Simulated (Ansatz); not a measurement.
## BeSe, response to strain

Take BeSe in the zinc blende structure (space group F-43m, No. 216) as the base.

```
CELL_PARAMETERS angstrom
      0.00000     2.54081     2.54081
      2.54081     0.00000     2.54081
      2.54081     2.54081     0.00000
ATOMIC_POSITIONS crystal
  Be 0.00000 0.00000 0.00000
  Se 0.25000 0.25000 0.25000
```

Cartesian axes are those of the cell as printed.

Strains are applied to the cell and any free atomic positions relax; under biaxial strain the out-of-plane vector relaxes too.

Computed with Ansatz (a first-principles code) LDA, scalar-relativistic without spin-orbit coupling.

Candidates:
(a) biaxial strain +2.50 %, plane normal [001], relaxed out of plane
(b) biaxial strain −0.50 %, plane normal [001], relaxed out of plane
(c) biaxial strain −1.50 %, plane normal [001], relaxed out of plane

Base values:

| Item | Value |
|---|---|
| Band gap | 2.40 eV |

Order them by band gap, lowest first.

(a) biaxial strain +2.50 %, plane normal [001], relaxed out of plane (2.11 eV), (c) biaxial strain −1.50 %, plane normal [001], relaxed out of plane (2.24 eV), (b) biaxial strain −0.50 %, plane normal [001], relaxed out of plane (2.35 eV)

No phonon test of stability was made.
